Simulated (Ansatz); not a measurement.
Take Nb in the bcc (W type) structure (space group Im-3m, No. 229; relaxed with 0.1 eV smearing) as the base.

Nb has the cubic space group Im-3m (No. 229), the bcc (W type) structure, Pearson symbol cI2. Lattice parameters: a = b = c = 3.273 Å, α = β = γ = 90.00°. Nb on 2a is coordinated by 8 Nb at 2.834 Å and 6 Nb at 3.273 Å. (Neighbours: up to the widest gap in distance over summed covalent radii, below 1.35, at either atom.)
(The calculation used a cell of 1 atom; values per cell refer to that cell.)

Computed with Ansatz (a program for electronic structure), PBEsol, PAW, cutoff 420 eV, no spin-orbit coupling.

For the base:

The pressure is 0.0 GPa.

Perturbation: the cell is scaled by 1.0150 in all directions, atoms relaxed at fixed cell.

How does this affect the energy relative to the base and pressure?

The energy rises by 19 meV/atom; the pressure goes from zero to -7.4 GPa.

The cells carry an imposed strain or load. Stability against distortions was not tested. The final runs are not spin-polarised.
